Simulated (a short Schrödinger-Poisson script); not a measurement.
MOS inversion layer, SiO2 on p-type Si(100)

System: MOS inversion layer, SiO2 on p-type Si(100), at 400 K.

```
layer  material  thickness (nm)  Na (cm⁻³)
-----  --------  --------------  ---------
1          SiO2             1.8          -
2            Si            1100     1.6e17
```

The device is made up for the run: typed textbook-type constants, with dimensions and the other settings drawn at random. SiO2: permittivity 3.9, conduction-band edge (eV) 3.15, gap (eV) 9, electron mass (mₑ) 0.5. Si: permittivity 11.7, conduction-band edge (eV) 0, gap (eV) 1.124, Nv at 300 K (cm⁻³) 3.1e19.

Channel valleys (confinement mass, in-plane density-of-states mass, number): Δ2 0.916, 0.19, 2; Δ4 0.19, 0.417, 4. At the gate the conduction-band edge of layer 1 lies 3.47 eV − eVg above the Fermi level of the channel; the field vanishes at the back. Gaps are held at their typed values at every temperature. Mesh 0.03 nm at interfaces.

Solved with a short Schrödinger-Poisson script written for these runs: 1D Poisson equation in equilibrium, electrons quantum, Hartree (BenDaniel-Duke, 12 states a valley, the channel's in-plane mass for all, wave functions free to enter the dielectric), parabolic valleys, classical holes, full ionisation, no traps, pinning or gate leakage.

```tsv
Vg (V)	electrons (cm⁻²)	C (μF/cm²)	Δ2 E0 (meV)	Δ2 E1 (meV)	Δ4 E0 (meV)	Δ4 E1 (meV)
0.15	1.97e9	0.142	318.2	357.9	349.4	415.2
0.2	7.02e9	0.156	273.4	314.2	305.5	373.0
0.25	2.43e10	0.212	229.6	271.6	262.5	331.8
0.3	7.65e10	0.360	189.1	232.4	223.0	294.1
0.35	1.98e11	0.597	155.1	200.2	190.3	263.4
0.4	4.03e11	0.828	129.0	176.3	165.9	241.2
0.45	6.77e11	0.999	109.3	159.2	148.1	225.6
0.5	1.00e12	1.12	94.0	146.7	134.9	214.6
0.55	1.36e12	1.20	81.6	137.2	124.6	206.5
0.6	1.74e12	1.27	71.2	129.6	116.3	200.3
0.65	2.14e12	1.32	62.3	123.5	109.4	195.4
0.7	2.56e12	1.36	54.5	118.4	103.5	191.4
0.75	2.98e12	1.39	47.5	114.1	98.5	188.1
0.8	3.42e12	1.42	41.2	110.4	94.0	185.4
0.85	3.86e12	1.44	35.4	107.2	90.0	183.0
0.9	4.32e12	1.46	30.1	104.3	86.4	181.0
0.95	4.77e12	1.48	25.1	101.8	83.1	179.2
1	5.24e12	1.49	20.5	99.5	80.1	177.7
1.05	5.70e12	1.51	16.1	97.4	77.3	176.3
1.1	6.18e12	1.52	11.9	95.5	74.7	175.0
1.15	6.65e12	1.53	8.0	93.8	72.2	173.9
```

Subbands count from the Fermi level.
